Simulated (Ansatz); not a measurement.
Input and output of a self-consistent single point for Sb (Pm-3m, 1 atom in the cell) (Ansatz, a program for electronic structure).

Method of the run: PBEsol, default PAW files made with PBE (plane waves; Ansatz).

```
Sb
1.0
    3.07409     0.00000     0.00000
    0.00000     3.07409     0.00000
    0.00000     0.00000     3.07409
Sb
1
Direct
  0.00000   0.00000   0.00000
```

Reference input (self-consistent single point, DFT, PBEsol, plane waves, default PAW files made with PBE): basis.ecutwfc = 420 eV; kpoints.mp_grid.grid = 11 11 11; hamiltonian.xc = pbesol; hamiltonian.pseudopotentials = {kind: paw} (the program's default PAW files); scf.occupations.method = gaussian; scf.occupations.width = 0.1 eV. This run's input differs from it in these lines:

Ansatz 0.2 input:
```diff
@@ -8,3 +8,3 @@
 basis:
-  ecutwfc: 420.0
+  ecutwfc: 250.0
 kpoints:
```

Output (repeated stretches shortened):

```
SCF iter   1: F=—  HF=-6406.960645 eV  |F-HF|=—  |Δ(HF+E_count)|=         —  Δρ=1.84e-2  dr2=3.89e-2  ethr=1.77e-3  ⟨swp⟩=5.0  Hψ=3621  notcnv=0
all-band conjugate gradients solve this SCF's bands
preconditioner: auto → none
SCF iter   2: F=—  HF=-6406.934589 eV  |F-HF|=—  |Δ(HF+E_count)|=   2.61e-2  Δρ=7.64e-3  dr2=5.81e-3  ethr=2.59e-4  ⟨swp⟩=2.0  Hψ=1703  notcnv=0  defer=23
   [... lines left out ...]
SCF iter   4: F=—  HF=-6406.931936 eV  |F-HF|=—  |Δ(HF+E_count)|=   6.38e-5  Δρ=9.88e-5  dr2=2.19e-6  ethr=5.68e-7  ⟨swp⟩=2.8  Hψ=1042  notcnv=0  defer=23
iter 5 did not close the SCF: its close was put off for the readings that it lacked (scf_convergence_deferred on its scf_iter line)
SCF iter   5: F=-6406.931935 eV  HF=-6406.931935 eV  |F-HF|=4.39e-9  |Δ(HF+E_count)|=   1.01e-6  Δρ=1.01e-5  dr2=1.55e-8  ethr=1.46e-8  ⟨swp⟩=2.0  Hψ=1062  notcnv=0  defer=23
SCF iter   6: F=-6406.931935 eV  HF=-6406.931935 eV  |F-HF|=7.37e-10  |Δ(HF+E_count)|=   6.23e-9  Δρ=1.53e-6  dr2=6.56e-10  ethr=1.04e-10  ⟨swp⟩=4.1  Hψ=2529  notcnv=0
SCF 1 converged in 6 iterations: F = -6406.931935 eV  dr2 = 6.56e-10
Free energy (F): -6406.931935 eV
Internal energy: -6406.928590 eV  (E = F + TS)
E sigma→0 (E₀):  -6406.930262 eV
Entropy (-TS):   -0.003345 eV (-3.345 meV/atom)
Fermi energy:    10.160084 eV
--- Forces (eV/Å), atoms counted from 1 ---
  atom   1  Sb    -0.00000000    -0.00000000     0.00000000
--- Stress (GPa, compression-positive) ---
       -0.122344       0.000000       0.000000
        0.000000      -0.122344       0.000000
        0.000000       0.000000      -0.122344
  P = ⅓ Tr σ = -0.1223 GPa (-1.223 kbar)
  The stress holds the Pulay correction. Without it, at fixed plane waves, as pw.x and ABINIT print it: P = -47.4716 GPa
```

The run converged in 6 iterations. Against the reference run the free energy rises by 1.11 eV/atom and the pressure goes from -0.45 to -0.12 GPa. The full log also holds: “iter 5 did not close the SCF: its close was put off for the readings that it lacked (scf_convergence_deferred on its scf_iter line)”.

The starting cell comes from a database of computed structures (which also holds hypothetical and non-ambient phases and stackings), without a prior relaxation at this level. Its lattice was rescaled by up to half a per cent. Ansatz's pressure includes its estimate of the finite-basis (Pulay) stress. Without the estimate this run gives -47.47 GPa. The cutoff lies below the one recommended for these files.
